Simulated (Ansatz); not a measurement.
Base system: MgTe in the zinc blende structure (space group F-43m, No. 216; a = 6.4393 Å). Axes: x, y, z lie along the cube axes.

All numbers come from PBEsol (Ansatz, an electronic-structure program, PAW, scalar-relativistic without spin-orbit coupling).

Strains are applied to the cell and any free atomic positions relax.

One change was made to it. Results:

```json
[
 {"quantity": "energy relative to the base (free energy F)", "base": "0 meV/atom", "after": "+2.7 meV/atom"},
 {"quantity": "valence-band top at Γ (three highest levels, from the VBM)", "base": "0.00, 0.00, 0.00 eV", "after": "0.00, -0.14, -0.25 eV"},
 {"quantity": "band gap", "base": "2.35 eV", "after": "2.20 eV"}
]
```

Task: Which of these changes matches the shifts?
(A) tensor shear ε_xy = +0.86 %
(B) tensor shear ε_xy = +2.00 %
(C) tensor shear ε_xy = +1.14 %
(D) tensor shear ε_xy = +0.57 %

Result: B, tensor shear ε_xy = +2.00 %. For comparison, the band gap in the other runs: tensor shear ε_xy = +0.57 % gives 2.31 eV; tensor shear ε_xy = +0.86 % gives 2.29 eV; tensor shear ε_xy = +1.14 % gives 2.27 eV.

Spin-orbit coupling, missing from the scalar runs, can matter with Te. Whether these cells are dynamically stable was not tested.
